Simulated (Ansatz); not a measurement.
Start from AgCl in the rock salt structure (space group Fm-3m, No. 225).

```
AgCl
1.0
    0.00000     2.72373     2.72373
    2.72373     0.00000     2.72373
    2.72373     2.72373     0.00000
Cl Ag
1 1
Direct
  0.00000   0.00000   0.00000
  0.50000   0.50000   0.50000
```

Cartesian axes are those of the cell as printed.

Method: PBEsol (Ansatz, a first-principles code; PAW; 420 eV plane waves; spin-orbit coupling left out).

For the base:

```
Item               Result
---------------  --------
Volume per atom  20.21 Å³
Band gap          0.72 eV
```

Now apply this change: uniaxial stress, 1 GPa tension along x, with the cell and atoms free to relax against it.

Q: Estimate the effect on the volume per atom.

A: The volume per atom goes up by 0.17 Å³ (20.21 Å³ → 20.38 Å³).

Q: Predict the new band gap.

A: The band gap falls by 0.11 eV (0.72 eV → 0.61 eV).

Load acts through the strain it causes; cell and atoms are relaxed under it. Stability under load was not tested beyond the relaxation.
